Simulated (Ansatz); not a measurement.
Short convergence ladders for the (110) slab of MgSc (cut from a parent of space group no. 221; 8 atoms in the cell)

```
CELL_PARAMETERS angstrom
      3.61443     0.00000     0.00000
      0.00000     5.11158     0.00000
      0.00000     0.00000    21.66731
ATOMIC_POSITIONS crystal
  Mg 0.00000 0.25000 0.32307
  Sc 0.50000 0.75000 0.32307
  Mg 0.00000 0.75000 0.44102
  Sc 0.50000 0.25000 0.44102
  Mg 0.00000 0.25000 0.55898
  Sc 0.50000 0.75000 0.55898
  Mg 0.00000 0.75000 0.67693
  Sc 0.50000 0.25000 0.67693
```

Base method: PBEsol, default PAW files made with PBE (plane waves; Ansatz, a program for electronic structure).

Base settings: basis.ecutwfc = 420 eV; kpoints.mp_grid.grid = 5 3 1; hamiltonian.xc = pbesol; hamiltonian.pseudopotentials = {kind: paw} (the program's default PAW files); scf.occupations.method = gaussian; scf.occupations.width = 0.1 eV.

The count of work is k-points × plane waves × bands × iterations; it is no time. Core times come from one kind of shared machine, to one figure; runs under 30 s give none.

**The vacuum**

The mesh stays at the base's, so the ladder's end is converged at best in this setting alone.

Only quantities that move along the ladder and can be compared are tabulated.

| vacuum between outermost atoms (Å) | free energy less the last step's (meV/atom) | largest difference of a force vector from the last step's (eV/Å) | count of work / last |
|---|---|---|---|
| 3.0 | -280.89 | 0.716 | 0.22 |
| 4.0 | -142.85 | 0.666 | 0.28 |
| 5.0 | -55.31 | 0.372 | 0.30 |
| 6.0 | -17.86 | 0.145 | 0.32 |
| 7.0 | -5.65 | 0.048 | 0.35 |
| 8.0 | -2.00 | 0.015 | 0.42 |
| 10.0 | -0.31 | 0.002 | 0.47 |
| 12.0 | -0.05 | 0.000 | 0.52 |
| 14.0 | -0.01 | 0.000 | 0.57 |
| 17.0 | 0.00 | 0.000 | 0.65 |
| 20.0 | 0.00 | 0.000 | 0.74 |
| 25.0 | 0.00 | 0.000 | 0.87 |
| 30.0 | 0.00 | 0.000 | 1.0 |

Smallest vacuum between outermost atoms (Å) that holds the forces within 0.005 eV/Å of the last step, with all finer ones: 10.0; the step before is off by 0.015 eV/Å.

Smallest vacuum between outermost atoms (Å) that holds the free energy within 0.5 meV/atom of the last step, with all finer ones: 10.0; the step before is off by 2.0 meV/atom.

**The k-point mesh**

Only quantities that move along the ladder and can be compared are tabulated.

| kpoints.mp_grid.grid | free energy less the last step's (meV/atom) | largest difference of a force vector from the last step's (eV/Å) | count of work / last | core time / last (rough) |
|---|---|---|---|---|
| 2 2 1 | -58.13 | 0.265 | 0.046 | – |
| 3 2 1 | 45.86 | 0.197 | 0.046 | – |
| 4 3 1 | 11.39 | 0.013 | 0.056 | – |
| 5 3 1 | -0.70 | 0.070 | 0.062 | – |
| 5 4 1 | -6.33 | 0.040 | 0.083 | – |
| 6 4 1 | -3.69 | 0.022 | 0.11 | – |
| 7 5 1 | -0.87 | 0.012 | 0.11 | – |
| 8 6 1 | 0.25 | 0.015 | 0.19 | – |
| 9 7 1 | 0.00 | 0.019 | 0.19 | – |
| 11 8 1 | 0.32 | 0.002 | 0.28 | 0.4 |
| 12 9 1 | 0.31 | 0.004 | 0.32 | 0.4 |
| 15 10 1 | 0.15 | 0.003 | 0.44 | 0.5 |
| 17 12 1 | -0.05 | 0.002 | 0.58 | 0.8 |
| 20 14 1 | -0.01 | 0.000 | 0.81 | 0.8 |
| 23 17 1 | 0.00 | 0.000 | 1.0 | 1 |

Coarsest kpoints.mp_grid.grid that holds the free energy within 5 meV/atom of the last step, with all finer ones: 6 4 1, at 0.11 of the last step's count of work; the step before is off by 6.3 meV/atom.

Coarsest kpoints.mp_grid.grid that holds the forces within 0.01 eV/Å of the last step, with all finer ones: 11 8 1, at 0.28 of the last step's count of work and about 0.4 of the last step's time; the step before is off by 0.019 eV/Å.

**The plane-wave cutoff**

The mesh stays at the base's, so the ladder's end is converged at best in this setting alone.

Only quantities that move along the ladder and can be compared are tabulated.

```csv
basis.ecutwfc,free energy less the last step's (meV/atom),largest difference of a force vector from the last step's (eV/Å),count of work / last
210 eV,1442.21,0.020,0.14
250 eV,260.06,0.008,0.16
295 eV,31.37,0.001,0.21
355 eV,1.19,0.000,0.28
420 eV,0.43,0.000,0.35
505 eV,0.21,0.000,0.47
630 eV,0.08,0.000,0.65
840 eV,0.00,0.000,1.0
```

Coarsest basis.ecutwfc that holds the free energy within 2 meV/atom of the last step, with all finer ones: 355 eV, at 0.28 of the last step's count of work; the step before is off by 31 meV/atom.

Coarsest basis.ecutwfc that holds the forces within 0.01 eV/Å of the last step, with all finer ones: 250 eV, at 0.16 of the last step's count of work; the step before is off by 0.020 eV/Å.

On the base run: the starting cell comes from a database of computed structures (which also holds hypothetical and non-ambient phases and stackings), without a prior relaxation at this level. The slab is cut from that crystal, and its faces are unrelaxed. Its lattice was rescaled by up to half a per cent. Without a gap this mesh is coarse (it stands for a supercell whose shortest in-plane vector is 15 Å).

Keys are those of Ansatz 0.2.
